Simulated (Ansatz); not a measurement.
The parent structure is Bi$_{2}$Se$_{3}$ in the Bi2Te3 type structure (space group R-3m, No. 166; a = 4.082 Å, c = 27.664 Å (hexagonal axes)).

Structures relaxed with PBEsol-D3(BJ) (Ansatz, a first-principles code), without spin-orbit coupling, earlier PAW set.

Base:

Simulated powder pattern, Cu Kα, λ = 1.54184 Å (kinematic, ideal powder, no thermal factors, no anomalous dispersion; the 10 strongest lines at most, above 2 %, up to 2θ = 90°):

```
2θ (°)  I/Imax (%)       hkl
------  ----------  --------
19.25           16     (006)
25.40           16     (101)
30.00          100     (015)
41.45           40  (1 0 10)
44.39           35     (110)
54.51           19     (205)
62.35           12  (0 2 10)
68.58           17  (1 1 15)
72.83           16     (125)
79.70           12  (2 1 10)
```

It is then changed as follows: a negative pressure, −2 GPa.

### Question
How do the reflections move or split?

### Answer

Simulated powder pattern, Cu Kα, λ = 1.54184 Å (kinematic, ideal powder, no thermal factors, no anomalous dispersion; the 10 strongest lines at most, above 2 %, up to 2θ = 90°):

| 2θ (°) | I/Imax (%) | hkl |
|---|---|---|
| 18.71 | 18 | (006) |
| 25.11 | 16 | (101) |
| 29.51 | 100 | (015) |
| 40.52 | 39 | (1 0 10) |
| 43.88 | 35 | (110) |
| 53.77 | 19 | (205) |
| 61.25 | 12 | (0 2 10) |
| 67.01 | 16 | (1 1 15) |
| 71.82 | 16 | (125) |
| 78.36 | 12 | (2 1 10) |

The indices refer to the base's conventional cell; one index is shown for lines that coincide.

Load acts through the strain it causes; cell and atoms are relaxed under it. No phonon test of stability was made. The final runs are not spin-polarised.
